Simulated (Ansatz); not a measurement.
# ZrCu5, pressure series

The parent structure is ZrCu$_{5}$ (space group F-43m, No. 216; a = 6.7886 Å).

Cell and atoms are relaxed at each pressure.

Level of theory: PBEsol, PAW, 420 eV (Ansatz, an electronic-structure program; scalar-relativistic without spin-orbit coupling).

```json
[
 {"pressure (GPa)": "0", "volume per atom (Å³/atom)": "13.036"},
 {"pressure (GPa)": "0.3", "volume per atom (Å³/atom)": "13.011"},
 {"pressure (GPa)": "0.7", "volume per atom (Å³/atom)": "12.979"},
 {"pressure (GPa)": "1.5", "volume per atom (Å³/atom)": "12.916"},
 {"pressure (GPa)": "3", "volume per atom (Å³/atom)": "12.802"},
 {"pressure (GPa)": "5", "volume per atom (Å³/atom)": "?"},
 {"pressure (GPa)": "7.5", "volume per atom (Å³/atom)": "12.492"},
 {"pressure (GPa)": "10", "volume per atom (Å³/atom)": "12.336"}
]
```

**Question.** Fit the third-order Birch–Murnaghan form P(V) = (3B₀/2)[(V₀/V)^(7/3) − (V₀/V)^(5/3)]·[1 + (3/4)(B₀′ − 4)((V₀/V)^(2/3) − 1)] (squares taken in P) to the rows shown and predict the withheld row.

**Answer.** Least squares on the printed values gives V₀ = 13.036 Å³/atom, B₀ = 159 GPa, B₀′ = 4.7; this predicts 12.659 Å³/atom, and the run gives 12.659 Å³/atom, in agreement.

Load acts through the strain it causes; cell and atoms are relaxed under it. Whether these cells are dynamically stable was not tested. No other phases were tried under pressure. The final runs are not spin-polarised.
